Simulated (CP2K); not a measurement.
CP2K run on H₄BrN (P1, 6 atoms in the cell): self-consistent single point.

Method of the run: PBEsol, GPW, DZVP-MOLOPT-SR-GTH basis, GTH-PBE potentials (GTH_POTENTIALS) in CP2K.

The change in words: atoms moved at random. Reference geometry:
```xyz
6
Lattice="4.0001 0.0000 0.0000 0.0000 4.0001 0.0000 0.0000 0.0000 4.0001" Properties=species:S:1:pos:R:3 pbc="T T T"
H      0.5969     0.5969     3.4032
H      0.5969     3.4032     0.5969
H      3.4032     3.4032     3.4032
H      3.4032     0.5969     0.5969
Br     2.0000     2.0000     2.0000
N      0.0000     0.0000     0.0000
```

Reference input (self-consistent single point, DFT PBEsol, GPW, DZVP-MOLOPT-SR-GTH basis, GTH-PBE potentials (GTH_POTENTIALS)): CUTOFF = 450 Ry; REL_CUTOFF = 50 Ry; KPOINTS/SCHEME = MONKHORST-PACK 4 4 4; GAMMA_CENTERED = T; XC_FUNCTIONAL = PBE:PBESOL; H/BASIS_SET = DZVP-MOLOPT-SR-GTH; H/POTENTIAL = GTH-PBE-q1; Br/BASIS_SET = DZVP-MOLOPT-SR-GTH; Br/POTENTIAL = GTH-PBE-q7; N/BASIS_SET = DZVP-MOLOPT-SR-GTH; N/POTENTIAL = GTH-PBE-q5; METHOD = GPW. This run's input differs from it in these lines:

```diff
@@ -69,8 +69,8 @@
       SCALED
-      H        0.14921000     0.14921000     0.85079000
-      H        0.14921000     0.85079000     0.14921000
-      H        0.85079000     0.85079000     0.85079000
-      H        0.85079000     0.14921000     0.14921000
-      Br       0.50000000     0.50000000     0.50000000
-      N        0.00000000     0.00000000     0.00000000
+      H        0.14176000     0.13591500     0.83909500
+      H        0.15560500     0.84618100     0.15934300
+      H        0.85623000     0.85667900     0.84377600
+      H        0.85026800     0.15432900     0.13574000
+      Br       0.48353100     0.50401400     0.50723100
+      N        0.01260700     0.00288400     0.01481500
     &END COORD
```

The program printed (abridged):

```
 SCF WAVEFUNCTION OPTIMIZATION

  Step     Update method      Time    Convergence         Total energy    Change
     1 NoMix/Diag. 0.40E+00      -     0.84753383       -25.2159867157 -2.52E+01
     2 Broy./Diag. 0.40E+00      -     0.15674018       -24.6294798380  5.87E-01
     3 Broy./Diag. 0.40E+00      -     0.07875155       -25.4562993730 -8.27E-01
     4 Broy./Diag. 0.40E+00      -     0.06688052       -25.7285282674 -2.72E-01
     5 Broy./Diag. 0.40E+00      -     0.00304064       -25.7457230758 -1.72E-02
     6 Broy./Diag. 0.40E+00      -     0.00173011       -25.7166111908  2.91E-02
   [... 5 lines left out ...]
    12 Broy./Diag. 0.40E+00      -     0.00000128       -25.7150557303  6.96E-06
    13 Broy./Diag. 0.40E+00      -     0.00000090       -25.7150519487  3.78E-06
    14 Broy./Diag. 0.40E+00      -     0.00000021       -25.7150524304 -4.82E-07
    15 Broy./Diag. 0.40E+00      -     0.00000002       -25.7150519637  4.67E-07
  *** SCF run converged in    15 steps ***

  Overlap energy of the core charge distribution:               0.00000023084995
  Self energy of the core charge distribution:                -58.13780426906303
  Core Hamiltonian energy:                                     15.52200951872005
  Hartree energy:                                              23.39185470377634
  Exchange-correlation energy:                                 -6.49111214795426

  Total energy:                                               -25.71505196367094

 ENERGY| Total FORCE_EVAL ( QS ) energy [hartree]            -25.715051960673630

 FORCES| Atomic forces [hartree/bohr]
 FORCES|   Atom     x               y               z               |f|
 FORCES|      1  2.15812955E-02  1.60548741E-02 -2.27143292E-03   2.69939012E-02
   [... lines left out ...]

 STRESS| Analytical stress tensor [bar]
 STRESS|                        x                   y                   z
 STRESS|      x        1.48095203884E+04  -1.04732099326E+04  -3.19687900580E+04
 STRESS|      y       -1.04732099326E+04   1.89817226988E+04  -1.43204402312E+04
 STRESS|      z       -3.19687900580E+04  -1.43204402312E+04   1.94104854853E+03
 STRESS| 1/3 Trace                                             1.19107638786E+04
```

The run converged in 15 iterations. Against the reference run the free energy goes up by 32.0 meV/atom, the pressure goes from 1.40 to 1.19 GPa, the largest force goes from 0.554 to 3.554 eV/Å and the gap on the mesh goes from 5.243 to 5.168 eV.

The starting cell comes from a database of computed structures (which also holds hypothetical and non-ambient phases and stackings), without a prior relaxation at this level. For this run, on top of that: atoms moved at random. Values carry the incompleteness of an atom-centred basis. The potentials were made for another functional than the one used. Forces in this geometry exceed 1 eV/Å.
